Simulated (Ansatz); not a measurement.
# BaTiO3: response to strain

Consider BaTiO3 in the cubic perovskite structure (space group Pm-3m, No. 221; a = 4.0192 Å).

Strains are applied to the cell and any free atomic positions relax.

Computed with PBE (Ansatz, a first-principles code, PAW, no SOC).

Notes on the quantities. energy relative to the base: free energy F.

```tsv
variant	band gap	gap character	energy relative to the base
base	1.78 eV	indirect, R → Γ	0 meV/atom
isotropic strain −3.81 %	2.00 eV	direct at Γ	+99 meV/atom
isotropic strain −2.03 %	1.92 eV	indirect, R → Γ	+26 meV/atom
isotropic strain +1.47 %	1.69 eV	indirect, R → Γ	+12 meV/atom
```

Stability against distortions was not tested. All final runs are without spin polarisation. Many cubic perovskites are stable only at high temperature; tilts and polar distortions were not tested. This is not the structure that BaTiO3 has at room temperature and ambient pressure.
